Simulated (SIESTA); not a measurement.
Worked example: self-consistent single point of Li (Im-3m, 1 atom in the cell) in SIESTA.

Computed with GGA PBE, numerical atomic orbitals DZP, PseudoDojo PBE standard norm-conserving potentials (rewritten from UPF to PSML) (SIESTA).

The change in words: lattice scaled by 0.98. Reference geometry:
```
Li
1.0
   -1.74500     1.74500     1.74500
    1.74500    -1.74500     1.74500
    1.74500     1.74500    -1.74500
Li
1
Cartesian
  0.00000   0.00000   0.00000
```

Reference input (self-consistent single point, DFT, GGA PBE, numerical atomic orbitals DZP, PseudoDojo PBE standard norm-conserving potentials (rewritten from UPF to PSML)): XC.functional = GGA; XC.authors = PBE; potentials = PseudoDojo PBE standard; PAO.BasisSize = DZP; PAO.EnergyShift = 0.01 Ry; MeshCutoff = 300 Ry; kgrid.MonkhorstPack = 11 11 11; OccupationFunction = MP; OccupationMPOrder = 0; ElectronicTemperature = 1578.21 K; PAO.Polarization.NonPerturbative = true; MaxSCFIterations = 150. This run's input differs from it in these lines:

```diff
@@ -11,5 +11,5 @@
 %block LatticeVectors
-    -1.745000000    1.745000000    1.745000000
-     1.745000000   -1.745000000    1.745000000
-     1.745000000    1.745000000   -1.745000000
+    -1.710100000    1.710100000    1.710100000
+     1.710100000   -1.710100000    1.710100000
+     1.710100000    1.710100000   -1.710100000
 %endblock LatticeVectors
```

The program printed (abridged):

```
        iscf     Eharris(eV)        E_KS(eV)     FreeEng(eV)     dDmax    Ef(eV) dHmax(eV)
   scf:    1     -193.786296     -195.855524     -195.859349  0.719556 -6.105282  0.387719
   scf:    2     -195.855714     -195.855620     -195.859435  0.002059 -6.109217  0.285034
   scf:    3     -195.855866     -195.855746     -195.859535  0.005790 -6.120232  0.000319
   scf:    4     -195.855746     -195.855746     -195.859535  0.000147 -6.120487  0.000223
   scf:    5     -195.855746     -195.855746     -195.859535  0.000007 -6.120481  0.000124
SCF Convergence by DM+H criterion
max |DM_out - DM_in|         :     0.0000067511
max |H_out - H_in|      (eV) :     0.0001239089
SCF cycle converged after 5 iterations

Using DM_out to compute the final energy and forces

siesta: E_KS(eV) =             -195.8557

siesta: E_KS - E_eggbox =      -195.8557

siesta: Atomic forces (eV/Ang):
     1    0.000000   -0.000000   -0.000000
   Tot    0.000000   -0.000000   -0.000000
   Max    0.000000
   Res    0.000000    sqrt( Sum f_i^2 / 3N )
   Max    0.000000    constrained

Stress tensor Voigt[x,y,z,yz,xz,xy] (kbar):       -5.09       -5.09       -5.09        0.14        0.14        0.14
(Free)E + p*V (eV/cell)     -195.7960
Target enthalpy (eV/cell)     -195.8595

siesta: Program's energy decomposition (eV):
siesta: FreeEng =      -195.859535

siesta: Stress tensor (static) (eV/Ang**3):
   [... lines left out ...]
siesta: Cell volume =         20.004353 Ang**3
   [... lines left out ...]
siesta:           5.09132396          5.09132396  kBar

mulliken: Atomic and Orbital Populations:

Species: Li
Atom  Qatom  Qorb
               1s      2s      2s      2py     2pz     2px
   1  3.000   2.021  -0.323   0.289   0.337   0.337   0.337

mulliken: Qtot =        3.000

Mulliken Atomic Populations:
Atom #   charge [q] valence [e]  Species
     1     0.000000    3.000000  Li
 Total     0.000000
```

The run converged in 5 iterations. Against the reference run the free energy stays essentially unchanged (within 1 meV/atom) and the pressure goes from -0.53 to 0.51 GPa.

The starting cell has typed, rounded lattice constants, without a prior relaxation at this level. For this run, on top of that: lattice scaled by 0.98. Values carry the incompleteness of an atom-centred basis.
